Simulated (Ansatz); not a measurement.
We consider L1₂ (Cu3Au-type) Al3Sc, described by r²SCAN0 in Ansatz (PAW).

Numerical settings: plane-wave cutoff 520 eV, 8×8×8 k mesh, Fermi–Dirac smearing 0.05 eV, scalar-relativistic PAW data made under PBE.

Cell (relaxed at this level):

```yaml
crystal:
  lattice:
    - [4.07888, 0.00000, 0.00000]
    - [0.00000, 4.07888, 0.00000]
    - [0.00000, 0.00000, 4.07888]
  atoms:
    - { symbol: Sc, position: [0.00000, 0.00000, 0.00000] }
    - { symbol: Al, position: [0.00000, 0.50000, 0.50000] }
    - { symbol: Al, position: [0.50000, 0.00000, 0.50000] }
    - { symbol: Al, position: [0.50000, 0.50000, 0.00000] }
```

Problem. Give the computed bulk modulus B0 and pressure derivative B′ of the bulk modulus.

Solution. 
bulk modulus B0: 97.9 GPa
pressure derivative B′ of the bulk modulus: 3.9

Measured, for comparison: bulk modulus 91.5 ± 1 GPa (298 K, no zero-point or thermal correction, polycrystal; as tabulated in A Combined Experimental and First-Principles Based Assessment of …). Computed (rounded) less measured: bulk modulus +7 %. A static lattice is as a rule a little smaller and stiffer than an uncorrected measurement, which narrows the difference in the bulk modulus and would widen misses of the other sign.

Ansatz is a quantum-chemistry and plane-wave program.
